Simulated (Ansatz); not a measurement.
The parent structure is InP in the zinc blende structure (space group F-43m, No. 216).

InP is modelled in the cubic space group F-43m (No. 216), the zinc blende structure, Pearson symbol cF8. Conventional cell: a = 5.907 Å, b = 5.907 Å, c = 5.907 Å, α = 90.00°, β = 90.00°, γ = 90.00°. In on 4a is surrounded by 4 P at 2.558 Å (tetrahedral). P on 4d is surrounded by 4 In at 2.558 Å (tetrahedral). (Neighbours: up to the widest gap in distance over summed covalent radii, below 1.35, at either atom; cation-cation and far metal-metal contacts left out.)
(The calculation used a cell of 2 atoms; values per cell refer to that cell.)

Method: DFT with r2SCAN, PAW potentials and a 500 eV plane-wave cutoff in Ansatz (an electronic-structure program), spin-orbit coupling left out.

One change was made to it. Results:

The gap character becomes indirect, Γ → X (base: direct at Γ); the density goes up by 1.08 g/cm³ (4.70 g/cm³ → 5.78 g/cm³); the hole mass (degenerate bands, along [100]) goes from 0.073, 0.44, 0.44 mₑ (at Γ) to 0.14, 0.33, 0.33 mₑ (at Γ).

### Question
What was done to the base?
(A) pressure 4.5 GPa
(B) pressure 22.5 GPa
(C) pressure 0.9 GPa
(D) pressure 2.1 GPa

### Answer
B, pressure 22.5 GPa. For comparison, the gap character in the other runs: pressure 0.9 GPa gives direct at Γ; pressure 2.1 GPa gives direct at Γ; pressure 4.5 GPa gives direct at Γ.

Load acts through the strain it causes; cell and atoms are relaxed under it. Effective masses come from finite differences of ±0.01 Å⁻¹. Stability against distortions was not tested. Measured, InP leaves this structure (for rock salt) near 9.8 GPa (temperature not stated; as listed in Datta, Sujoy, Jana, Debnarayan, arXiv (2020)).
